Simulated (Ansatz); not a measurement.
## WS2 under a change: biaxial strain −4.91 %, plane normal [001], relaxed out of plane

Take WS2 in the 2H-MoS2 type structure (space group P6_3/mmc, No. 194; a = 3.154 Å, c = 12.137 Å; layered, stacked along the Cartesian z axis) as the base. Axes: x lies along a and z along c of the hexagonal cell.

Now apply this change: compressive biaxial strain of 4.91 % in the plane normal to [001], as in epitaxy on a mismatched substrate; the out-of-plane cell vector and the atoms relax.

Method: PBE-D3(BJ) (Ansatz, a first-principles code, PAW, no SOC). k-mesh 12×12×3 (Γ-centred); smearing 0.05 eV (Fermi–Dirac).

```tsv
quantity	base	changed	shift
volume per atom	17.43 Å³	16.03 Å³	-1.40 Å³
space group	P6_3/mmc (No. 194)	P6_3/mmc (No. 194)	–
shortest interatomic distance	240.7 pm	238.0 pm	-2.7 pm
pressure (mean of the normal stresses, compression positive)	0.00 GPa	12.00 GPa	+12.00 GPa
band gap	0.88 eV	1.02 eV	+0.14 eV
smallest direct gap	1.83 eV	1.95 eV	+0.12 eV
width of the top valence band	1.88 eV	1.40 eV	-0.485 eV
electron mass	–	0.34 mₑ out of plane, 0.39 mₑ in plane (off the special points)	–
hole mass	0.89 mₑ along c, 0.55 mₑ across (at Γ)	0.63 mₑ out of plane, 1.2 mₑ in plane (at Γ)	–
valence-band top at Γ (three highest levels, from the VBM)	0.00, -1.30, -1.42 eV	0.00, -1.16, -1.16 eV	–
out-of-plane strain	–	+1.71 %	–
ratio −ε⊥/ε∥	–	0.35	–
mean in-plane stress (compression positive)	–	+18.0 GPa	–
```

With W present, leaving out spin-orbit coupling can change the band edges. Masses are band curvatures over ±0.01 Å⁻¹ around the edge. No phonon test of stability was made.
